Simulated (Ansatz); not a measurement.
Input and output of a self-consistent single point for LuCd (P4mm, 2 atoms in the cell) (Ansatz, a program for electronic structure).

Level of theory: PBEsol, default PAW files made with PBE (plane waves; Ansatz).

```yaml
crystal:
  lattice:
    - [3.62278, 0.00000, 0.00000]
    - [0.00000, 3.62278, 0.00000]
    - [0.00000, 0.00000, 3.62278]
  atoms:
    - { symbol: Lu, position: [0.50000, 0.50000, 0.51380] }
    - { symbol: Cd, position: [0.00000, 0.00000, 0.00000] }
```

Reference input (self-consistent single point, DFT, PBEsol, plane waves, default PAW files made with PBE): basis.ecutwfc = 30.9 Ry; kpoints.mp_grid.grid = 9 9 9; hamiltonian.xc = pbesol; hamiltonian.pseudopotentials = {kind: paw} (the program's default PAW files); scf.occupations.method = fermi_dirac; scf.occupations.width = 0.0073 Ry. This run's input differs from it in these lines:

Ansatz 0.2 input:
```diff
@@ -13,3 +13,3 @@
   mp_grid:
-    grid: [9, 9, 9]
+    grid: [11, 11, 11]
 hamiltonian:
@@ -20,4 +20,3 @@
   occupations:
-    method: fermi_dirac
-    width: 0.0073 Ry
+    method: tetrahedron
 output:
```

Output (repeated stretches shortened):

```
SCF iter   1: F=—  HF=-22796.149947 eV  |F-HF|=—  |Δ(HF+E_count)|=         —  Δρ=4.57e-3  dr2=7.90e-3  ethr=1.77e-3  ⟨swp⟩=5.7  Hψ=17293  notcnv=0
all-band conjugate gradients solve this SCF's bands
preconditioner: auto → Kerker (q_TF=auto, 2.703 Å⁻¹)
SCF iter   2: F=—  HF=-22796.146469 eV  |F-HF|=—  |Δ(HF+E_count)|=   3.48e-3  Δρ=1.54e-3  dr2=8.47e-4  ethr=1.75e-5  ⟨swp⟩=3.1  Hψ=9133  notcnv=0  defer=21
SCF iter   3: F=—  HF=-22796.146354 eV  |F-HF|=—  |Δ(HF+E_count)|=   1.15e-4  Δρ=6.57e-4  dr2=1.46e-4  ethr=1.88e-6  ⟨swp⟩=3.2  Hψ=7786  notcnv=0  defer=21
   [... lines left out ...]
SCF iter   6: F=—  HF=-22796.146280 eV  |F-HF|=—  |Δ(HF+E_count)|=   9.64e-7  Δρ=3.85e-5  dr2=6.91e-7  ethr=1.10e-8  ⟨swp⟩=3.7  Hψ=7514  notcnv=0  defer=21
SCF iter   7: F=-22796.146280 eV  HF=-22796.146280 eV  |F-HF|=5.62e-9  |Δ(HF+E_count)|=   1.56e-7  Δρ=4.93e-6  dr2=1.49e-8  ethr=2.22e-10  ⟨swp⟩=6.0  Hψ=22679  notcnv=0
the band table was not solved further: it holds the bands as the self-consistency loop left them (on a frozen-density pass, as that pass's own solve left …
SCF 1 converged in 7 iterations: F = -22796.146280 eV  dr2 = 1.49e-8
Stability not checked (fill_not_monotonic)
Free energy (F): -22796.146280 eV
Internal energy: -22796.145880 eV  (E = F + TS)
E sigma→0 (E₀):  -22796.146280 eV
Entropy (-TS):   -0.000399 eV (-0.200 meV/atom)
Fermi energy:    15.111492 eV
--- Forces (eV/Å), atoms counted from 1 ---
  atom   1  Lu    -0.00000000     0.00000000    -0.16152928
  atom   2  Cd    -0.00000000     0.00000000     0.16154067
--- Stress (GPa, compression-positive) ---
       -0.829189       0.000000      -0.000000
        0.000000      -0.829189       0.000000
       -0.000000       0.000000      -0.847609
  P = ⅓ Tr σ = -0.8353 GPa (-8.353 kbar)
  The stress holds the Pulay correction. Without it, at fixed plane waves, as pw.x and ABINIT print it: P = -0.8823 GPa
```

The run converged in 7 iterations. Against the reference run the free energy goes up by 12.8 meV/atom, the pressure hardly changes (-0.81 to -0.84 GPa) and the largest force hardly changes (0.163 to 0.162 eV/Å).

The starting cell comes from a database of computed structures (which also holds hypothetical and non-ambient phases and stackings), without a prior relaxation at this level. Its lattice was rescaled by up to half a per cent. One atom was moved a little off its site on purpose. Ansatz's pressure includes its estimate of the finite-basis (Pulay) stress.
